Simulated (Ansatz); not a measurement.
## MnPt$_{3}$ in the Cu3Au type structure (space group Pm-3m, No. 221; ferromagnetic)

```cif
data_MnPt3
_chemical_formula_sum 'Mn1 Pt3'
_space_group_name_H-M_alt 'Pm-3m'
_space_group_IT_number 221
_space_group_name_Hall '-P 4 2 3'
_cell_length_a 3.87317
_cell_length_b 3.87317
_cell_length_c 3.87317
_cell_angle_alpha 90.000
_cell_angle_beta 90.000
_cell_angle_gamma 90.000
loop_
_atom_site_label
_atom_site_type_symbol
_atom_site_symmetry_multiplicity
_atom_site_Wyckoff_symbol
_atom_site_fract_x
_atom_site_fract_y
_atom_site_fract_z
_atom_site_occupancy
Mn1 Mn 1 a 0.00000 0.00000 0.00000 1
Pt1 Pt 3 c 0.00000 0.50000 0.50000 1
```

Calculations: DFT with PBEsol, PAW potentials and a 420 eV plane-wave cutoff in Ansatz (a first-principles code), no spin-orbit coupling. Γ-centred 12×12×12 mesh, Fermi–Dirac width 0.05 eV.

| Item | Result |
|---|---|
| Volume per atom | 14.53 Å³ |
| Density | 18.30 g/cm³ |
| Band gap | zero |
| Magnetic state | ferromagnetic |
| Total energy | -10255.366 eV/atom (σ→0; compares only within this code and set-up) |

Other magnetic orders, which the real material may have, were not ruled out. No phonon test of stability was made.
